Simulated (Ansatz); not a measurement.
```
CELL_PARAMETERS angstrom
      3.59464     0.00000     0.00000
     -1.79732     3.11305     0.00000
      0.00000     0.00000    29.37896
ATOMIC_POSITIONS crystal
  Sn 0.00000 0.00000 0.99998
  C  0.00000 0.00000 0.07513
  Sn 0.66667 0.33333 0.09998
  C  0.66667 0.33333 0.17500
  Sn 0.33333 0.66667 0.19994
  C  0.33333 0.66667 0.27494
  Sn 0.00000 0.00000 0.29998
  C  0.00000 0.00000 0.37513
  Sn 0.33333 0.66667 0.39997
  C  0.33333 0.66667 0.47495
  Sn 0.66667 0.33333 0.49998
  C  0.66667 0.33333 0.57513
  Sn 0.33333 0.66667 0.59997
  C  0.33333 0.66667 0.67495
  Sn 0.00000 0.00000 0.69998
  C  0.00000 0.00000 0.77513
  Sn 0.33333 0.66667 0.79999
  C  0.33333 0.66667 0.87501
  Sn 0.66667 0.33333 0.89994
  C  0.66667 0.33333 0.97494
```

All values below come from PBE (plane waves to 420 eV, PAW; Ansatz, an electronic-structure program). Spin–orbit coupling is left out. Its k-point mesh 9×9×2, Fermi–Dirac width 0.01 eV.

Problem. Which polytype is this, and how does it compare with the cubic form?

Solution. SnC 10H (hcchchchcc), stacking ACBABCBABC, hexagonality 40 %, space group P3m1 (a stacking that need not occur in nature); -1.4 meV/atom against 3C, layer spacing over a = 0.8173 (ideal 0.8165).
